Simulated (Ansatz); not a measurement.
## Input and output of a self-consistent single point for a (110) slab of ScAl (cut from a parent of space group no. 221; 8 atoms in the cell) (Ansatz)

Level of theory: PBEsol, default PAW files made with PBE (plane waves; Ansatz, a quantum-chemistry and plane-wave program).

The input file:

Ansatz 0.2 input:
```yaml
# AlSc
crystal:
  lattice:
    - [3.380461, 0.000000, 0.000000]
    - [0.000000, 4.780694, 0.000000]
    - [0.000000, 0.000000, 21.170989]
  atoms:
    - { symbol: Sc, position: [0.500000, 0.500000, 0.330641] }
    - { symbol: Al, position: [0.000000, 0.000000, 0.330641] }
    - { symbol: Sc, position: [0.500000, 0.000000, 0.443546] }
    - { symbol: Al, position: [0.000000, 0.500000, 0.443546] }
    - { symbol: Sc, position: [0.500000, 0.500000, 0.556454] }
    - { symbol: Al, position: [0.000000, 0.000000, 0.556454] }
    - { symbol: Sc, position: [0.500000, 0.000000, 0.669359] }
    - { symbol: Al, position: [0.000000, 0.500000, 0.669359] }
basis:
  ecutwfc: 420.0
kpoints:
  mp_grid: { grid: [9, 6, 1] }
hamiltonian:
  xc: pbesol
  pseudopotentials: { kind: paw }
scf:
  occupations: { method: fermi_dirac, width: 0.1 }
output:
  forces: true
  eigenvalues: true
  stress: true
```

Log, with long lists cut:

```
WARN ansatz: RAYON_NUM_THREADS=1 ignored (pool sized by the plan → 1); use --threads N
Pseudopotentials: kind: paw
Pseudopotential: Sc, paw, valence charge 11
Pseudopotential: Al, paw, valence charge 3
Crystal: 8 atoms, lattice volume = 342.143 Å³
Basis set: ecut = 420 eV, 6647 PW (Γ), exchange–correlation on 48×64×288 points (8 copies of the dense FFT grid, shifted against one another)
Bands: 36, of which v1, the nominal top of the filled ones, is band 28 counted from 1 (27 counted from 0)
Symmetry: 8 space group operations
Space group: Pmma (ITA 51), of the structure as read, at distance tolerance 7.0e-5 Å
k-points: 20 of 54
PAW frozen core: Sc, regenerated for the run's functional, and the local potential with it
PAW frozen core: Al, regenerated for the run's functional, and the local potential with it
Initial density: superposition of atomic densities (neutral atoms: chi_scale 0, normalization atom), corrected by the library's trained network
Initial wavefunctions: pseudopotential atomic-orbital guess
Eigensolver: davidson
Functional: x = pbesol(κ = 0.804, μ = 0.12345679012345678), c = pbesol(β = 0.046)
SCF iter   1: F=—  HF=-10544.474254 eV  |F-HF|=—  |Δ(HF+E_count)|=         —  Δρ=2.95e-3  dr2=3.76e-2  ethr=1.77e-3  ⟨swp⟩=7.1  Hψ=3316  notcnv=0
all-band conjugate gradients solve this SCF's bands
preconditioner: auto → LDOS
SCF iter   2: F=—  HF=-10544.471053 eV  |F-HF|=—  |Δ(HF+E_count)|=   3.20e-3  Δρ=1.30e-3  dr2=5.57e-3  ethr=6.71e-5  ⟨swp⟩=2.0  Hψ=1529  notcnv=0
SCF iter   3: F=—  HF=-10544.470706 eV  |F-HF|=—  |Δ(HF+E_count)|=   3.47e-4  Δρ=5.14e-4  dr2=9.58e-4  ethr=9.95e-6  ⟨swp⟩=2.0  Hψ=1344  notcnv=0
SCF iter   4: F=—  HF=-10544.470572 eV  |F-HF|=—  |Δ(HF+E_count)|=   1.34e-4  Δρ=1.77e-4  dr2=1.32e-4  ethr=1.71e-6  ⟨swp⟩=2.0  Hψ=1255  notcnv=0
SCF iter   5: F=—  HF=-10544.470562 eV  |F-HF|=—  |Δ(HF+E_count)|=   9.75e-6  Δρ=7.28e-5  dr2=2.31e-5  ethr=2.36e-7  ⟨swp⟩=2.0  Hψ=1239  notcnv=0
SCF iter   6: F=—  HF=-10544.470535 eV  |F-HF|=—  |Δ(HF+E_count)|=   2.71e-5  Δρ=1.59e-5  dr2=8.60e-7  ethr=4.13e-8  ⟨swp⟩=2.7  Hψ=1306  notcnv=0
SCF iter   7: F=—  HF=-10544.470535 eV  |F-HF|=—  |Δ(HF+E_count)|=   2.95e-7  Δρ=5.14e-6  dr2=1.56e-7  ethr=1.54e-9  ⟨swp⟩=3.0  Hψ=1459  notcnv=0
SCF iter   8: F=-10544.470535 eV  HF=-10544.470535 eV  |F-HF|=1.52e-9  |Δ(HF+E_count)|=   2.23e-8  Δρ=1.19e-6  dr2=4.68e-9  ethr=1.79e-10  ⟨swp⟩=7.3  Hψ=2598  notcnv=0
SCF 1 converged in 8 iterations: F = -10544.470535 eV  dr2 = 4.68e-9
SCF converged after 8 iterations
Free energy (F): -10544.470535 eV
Harris-Foulkes:  -10544.470535 eV  (|F-HF|=1.52e-9)
Internal energy: -10544.263108 eV  (E = F + TS)
E sigma→0 (E₀):  -10544.366822 eV
Entropy (-TS):   -0.207428 eV (-25.928 meV/atom)
Fermi energy:    2.100377 eV
--- Per-component energies (eV) ---
  E_band       = -1019.040536
  E_kinetic    = 1129.553159
  E_local      = -22903.273362  (includes V_loc(G=0)·N_el)
  E_nonlocal   = 379.781402
  E_hartree    = 10740.032965
  E_xc         = -567.347360
  E_vxc        = -626.002617  (∫ρ·V_xc dr)
  E_paw        = -5547.710694  (= ΣΔE_a)
  E_vpaw       = -479.166349  (= ΣTr[D̂ρ^β])
  E_aug_tail   = 0.000029  (compensation charges beyond the density's cutoff)
  E_ewald      = 6224.108097
  E_core_change = 0.592656  (= ΣΔE_core)
  E_smearing   = -0.207428  (= −TS)
  E_closure    = -0.000000  (closes the sum)
  Σ components = -10544.470535   (vs F -10544.470535, Δ=0.00e0)
--- Forces (eV/Å), atoms counted from 1 ---
  atom   1  Sc     0.00000000    -0.00000000    -0.03898208
  atom   2  Al     0.00000000     0.00000000     0.02439899
  atom   3  Sc     0.00000000     0.00000000     0.26021556
  atom   4  Al     0.00000000    -0.00000000    -0.09800966
  atom   5  Sc     0.00000000    -0.00000000    -0.26021556
  atom   6  Al     0.00000000     0.00000000     0.09800966
  atom   7  Sc     0.00000000     0.00000000     0.03898208
  atom   8  Al     0.00000000    -0.00000000    -0.02439899
  max |Σ_I F_I| component: 1.04e-17 eV/Å
--- Stress (GPa, compression-positive) ---
       -1.371501       0.000000      -0.000000
        0.000000      -2.167000      -0.000000
       -0.000000      -0.000000      -0.132801
  P = ⅓ Tr σ = -1.2238 GPa (-12.238 kbar)
  The stress holds the Pulay correction. Without it, at fixed plane waves, as pw.x and ABINIT print it: P = -1.2385 GPa
--- Band table (eV; the first three rows and the last of 20) ---
  k-point 0: bands = ["-47.4421", "-47.4421", "-47.1786", "-47.1645", "-26.2952", "-26.2950", "-26.1674", "-26.1655", "-25.9915", "-25.9914", "-25.9698", "-25.9566", "-25.8968", "-25.8818", "-25.8522", "-25.8366", "-5.9107", "-4.8893", "-3.5866", [...]
  k-point 1: bands = ["-47.4420", "-47.4420", "-47.1777", "-47.1654", "-26.2961", "-26.2953", "-26.1687", "-26.1682", "-25.9914", "-25.9913", "-25.9734", "-25.9587", "-25.8938", "-25.8788", "-25.8512", "-25.8377", "-5.7178", "-4.7048", "-3.4314", [...]
  k-point 2: bands = ["-47.4419", "-47.4419", "-47.1751", "-47.1680", "-26.2977", "-26.2962", "-26.1738", "-26.1711", "-25.9911", "-25.9911", "-25.9774", "-25.9658", "-25.8858", "-25.8754", "-25.8485", "-25.8407", "-5.1594", "-4.1814", "-3.3158", [...]
  k-point 19: bands = ["-47.4291", "-47.4291", "-47.1582", "-47.1582", "-26.2806", "-26.2806", "-26.1546", "-26.1546", "-26.1423", "-26.1423", "-26.0052", "-26.0052", "-25.9530", "-25.9530", "-25.8614", "-25.8614", "-2.6776", "-2.6776", "-2.0678", [...]
```

The run converged in 8 iterations.

The starting cell comes from a database of computed structures (which also holds hypothetical and non-ambient phases and stackings), without a prior relaxation at this level. The slab is cut from that crystal, and its faces are unrelaxed. Its lattice was rescaled by up to half a per cent.
